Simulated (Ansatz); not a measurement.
## Response to strain in Sn

Take Sn in the diamond structure (space group Fd-3m, No. 227; relaxed with 0.1 eV smearing) as the base.

```
Sn
1.0
    0.00000     3.27009     3.27009
    3.27009     0.00000     3.27009
    3.27009     3.27009     0.00000
Sn
2
Direct
  0.00000   0.00000   0.00000
  0.25000   0.25000   0.25000
```

Cartesian axes are those of the cell as printed.

Strains are applied to the cell and any free atomic positions relax.

The values are results of PBEsol (Ansatz, a quantum-chemistry and plane-wave program), scalar-relativistic without spin-orbit coupling, not measurements.

Notes on the quantities. energy relative to the base: free energy F.

```json
[
 {"case": "base", "energy relative to the base": "0 meV/atom", "volume per atom": "34.97 Å³"},
 {"case": "tensor shear ε_xy = +2.00 %", "energy relative to the base": "+4.7 meV/atom", "volume per atom": "34.95 Å³"},
 {"case": "tensor shear ε_xy = +1.43 %", "energy relative to the base": "+2.4 meV/atom", "volume per atom": "34.96 Å³"},
 {"case": "tensor shear ε_xy = +0.86 %", "energy relative to the base": "[?]", "volume per atom": "34.97 Å³"},
 {"case": "tensor shear ε_xy = +0.57 %", "energy relative to the base": "+0.4 meV/atom", "volume per atom": "34.97 Å³"},
 {"case": "tensor shear ε_xy = +1.71 %", "energy relative to the base": "+3.5 meV/atom", "volume per atom": "34.96 Å³"},
 {"case": "tensor shear ε_xy = +0.29 %", "energy relative to the base": "+0.1 meV/atom", "volume per atom": "34.97 Å³"},
 {"case": "tensor shear ε_xy = +1.14 %", "energy relative to the base": "+1.5 meV/atom", "volume per atom": "34.96 Å³"}
]
```

Complete the table.


- tensor shear ε_xy = +0.86 %, energy relative to the base: +0.9 meV/atom

Whether these cells are dynamically stable was not tested.
